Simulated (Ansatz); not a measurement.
Defect: Se vacancy in chalcopyrite CuGaSe2, charge state +2. Calculation: PBE, PAW (plane waves to 420 eV; Ansatz, a quantum-chemistry and plane-wave program).

Cell of 64 host sites held at the relaxed PBE lattice; one k-point at (0.250, 0.250, 0.250); Fermi-Dirac width 0.05 eV, spin-restricted; finite-size errors left in. Static, classical nuclei. PBE gaps are too small, and in this host the defect's levels may merge with the bands. The charge state is imposed; whether it is stable for some Fermi level was not computed. Forms of the defect that were not tried may lie lower.

Barriers: single points on a 2×2×2 k-point mesh shifted by half a step at the bands' geometries (they differ from the bands' own by up to 0.09 eV, and are uncertain by about as much).

A. a nearby Se atom hops onto the vacant site (strongly reconstructed ends); the atom moves 4.05 Å along (0.52, 0.49, 0.00) of the unit cell; the moving atom starts with neighbours Cu at 2.42, Cu at 2.46; Ga at 2.40, Ga at 2.49 Å and ends with Cu at 2.44, Cu at 2.45; Ga at 2.40, Ga at 2.49 Å; saddle order not checked.
B. a nearby Se atom hops onto the vacant site (strongly reconstructed ends); the atom moves 4.17 Å along (0.53, -0.01, -0.26) of the unit cell; the moving atom starts with neighbours Cu at 2.41, Cu at 2.43; Ga at 2.42, Ga at 2.50 Å and ends with Cu at 2.43, Cu at 2.43; Ga at 2.39, Ga at 2.48 Å; saddle order not checked.
C. a nearby Se atom hops onto the vacant site (strongly reconstructed ends); the atom moves 3.95 Å along (0.00, 0.49, -0.25) of the unit cell; the moving atom starts with neighbours Cu at 2.35, Cu at 2.44; Ga at 2.46, Ga at 2.49 Å and ends with Cu at 2.34, Cu at 2.42; Ga at 2.46, Ga at 2.47 Å; saddle order not checked.

**Question.** Order them by forward barrier (lowest first) at the level PBE, PAW.

**Answer.** A (1.21 eV), B (1.40 eV), C (1.59 eV)
